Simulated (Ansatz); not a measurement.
# ZnCu2SnS4: response to strain

Start from ZnCu2SnS4 (space group I-42m, No. 121; a = 5.372 Å, c = 10.757 Å; a cell from a computed database, its experimental status unchecked). Axes: x, y, z lie along a, b, c of the conventional cell.

Strains are applied to the cell and any free atomic positions relax; under biaxial strain the out-of-plane vector relaxes too.

Levels (all Ansatz, an electronic-structure program, PAW): PBEsol (420 eV, spin-orbit coupling left out); r2SCAN (500 eV, no SOC).

Band gaps by level, all at the geometries relaxed with PBEsol:

```tsv
case	PBEsol	r2SCAN
base	zero	0.32 eV
biaxial strain +2.23 %, plane normal [001], relaxed out of plane	zero	(withheld)
tensor shear ε_xz = +1.60 %	zero	(withheld)
```

Task: Some entries are withheld; estimate them.

Result: 
- biaxial strain +2.23 %, plane normal [001], relaxed out of plane, r2SCAN: 0.26 eV
- tensor shear ε_xz = +1.60 %, r2SCAN: 0.30 eV

Single points use the geometry relaxed with PBEsol. No phonon test of stability was made. All final runs are without spin polarisation. The zero or small gap of ZnCu2SnS4 can change with the level of theory.
